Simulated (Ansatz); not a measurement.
A self-consistent single point of Y₂Ge₃ (P-6m2, 5 atoms in the cell) with Ansatz (a first-principles code).

Computed with PBEsol, PAW files made with PBE (plane waves; Ansatz).

The change in words: lattice scaled by 0.98. Reference geometry:
```
Y2Ge3
1.0
    4.39243     0.00000     0.00000
   -2.19622     3.80396     0.00000
    0.00000     0.00000     7.10729
Y Ge
2 3
Direct
  0.00000   0.00000   0.72993
  0.00000   0.00000   0.27007
  0.33333   0.66667   0.00000
  0.66667   0.33333   0.50000
  0.66667   0.33333   0.00000
```

Reference input (self-consistent single point, DFT, PBEsol, plane waves, PAW files made with PBE): kpoints.mp_grid.grid = 7 7 4; hamiltonian.xc = pbesol; hamiltonian.pseudopotentials = {kind: paw} (the program's default PAW files); scf.occupations.method = fermi_dirac; scf.occupations.width = 0.0073 Ry. This run's input differs from it in these lines:

```diff
@@ -3,5 +3,5 @@
   lattice:
-    - [4.392430, 0.000000, 0.000000]
-    - [-2.196215, 3.803956, 0.000000]
-    - [0.000000, 0.000000, 7.107290]
+    - [4.304581, 0.000000, 0.000000]
+    - [-2.152291, 3.727877, 0.000000]
+    - [0.000000, 0.000000, 6.965144]
   atoms:
```

Output (repeated stretches shortened):

```
SCF iter   1: F=—  HF=-20355.040919 eV  |F-HF|=—  |Δ(HF+E_count)|=         —  Δρ=4.34e-2  dr2=7.30e0  ethr=3.10e-3  ⟨swp⟩=6.0  Hψ=3702  notcnv=0
all-band conjugate gradients solve this SCF's bands
preconditioner: auto → Kerker (q_TF=auto, 2.486 Å⁻¹)
SCF iter   2: F=—  HF=-20353.993089 eV  |F-HF|=—  |Δ(HF+E_count)|=    1.05e0  Δρ=2.32e-2  dr2=2.35e0  ethr=3.10e-3  ⟨swp⟩=2.8  Hψ=2085  notcnv=0
   [... lines left out ...]
SCF iter   7: F=—  HF=-20353.528762 eV  |F-HF|=—  |Δ(HF+E_count)|=   1.14e-5  Δρ=1.52e-4  dr2=4.02e-5  ethr=1.77e-7  ⟨swp⟩=2.0  Hψ=1661  notcnv=0  defer=1
SCF iter   8: F=—  HF=-20353.528742 eV  |F-HF|=—  |Δ(HF+E_count)|=   2.03e-5  Δρ=6.36e-5  dr2=7.39e-6  ethr=6.28e-8  ⟨swp⟩=2.0  Hψ=1658  notcnv=0  defer=1
SCF iter   9: F=—  HF=-20353.528740 eV  |F-HF|=—  |Δ(HF+E_count)|=   1.63e-6  Δρ=2.22e-5  dr2=1.30e-6  ethr=1.16e-8  ⟨swp⟩=2.0  Hψ=1638  notcnv=0  defer=1
SCF iter  10: F=-20353.528740 eV  HF=-20353.528740 eV  |F-HF|=4.47e-8  |Δ(HF+E_count)|=   5.46e-9  Δρ=5.46e-6  dr2=8.03e-8  ethr=1.56e-10  ⟨swp⟩=4.0  Hψ=3629  notcnv=0
SCF 1 converged in 10 iterations: F = -20353.528740 eV  dr2 = 8.03e-8
Free energy (F): -20353.528740 eV
Internal energy: -20353.462264 eV  (E = F + TS)
E sigma→0 (E₀):  -20353.495502 eV
Entropy (-TS):   -0.066476 eV (-13.295 meV/atom)
Fermi energy:    10.791187 eV
--- Forces (eV/Å), atoms counted from 1 ---
  atom   1  Y     -0.00000000     0.00000000     0.25578094
  atom   2  Y      0.00000000     0.00000000    -0.25578094
  atom   3  Ge     0.00000000     0.00000000     0.00000000
  atom   4  Ge     0.00000000    -0.00000000     0.00000000
  atom   5  Ge     0.00000000    -0.00000000    -0.00000000
--- Stress (GPa, compression-positive) ---
        1.410903      -0.000000      -0.000000
       -0.000000       1.410903       0.000000
       -0.000000       0.000000       1.481357
  P = ⅓ Tr σ = 1.4344 GPa (14.344 kbar)
  The stress holds the Pulay correction. Without it, at fixed plane waves, as pw.x and ABINIT print it: P = 1.4140 GPa
```

The run converged in 10 iterations. Against the reference run the free energy drops by 5.8 meV/atom, the pressure goes from -2.55 to 1.43 GPa and the largest force goes from 0.201 to 0.256 eV/Å.

The starting cell comes from a database of computed structures (which also holds hypothetical and non-ambient phases and stackings), without a prior relaxation at this level. For this run, on top of that: lattice scaled by 0.98. Ansatz's pressure includes its estimate of the finite-basis (Pulay) stress.

Keys are those of Ansatz 0.2.
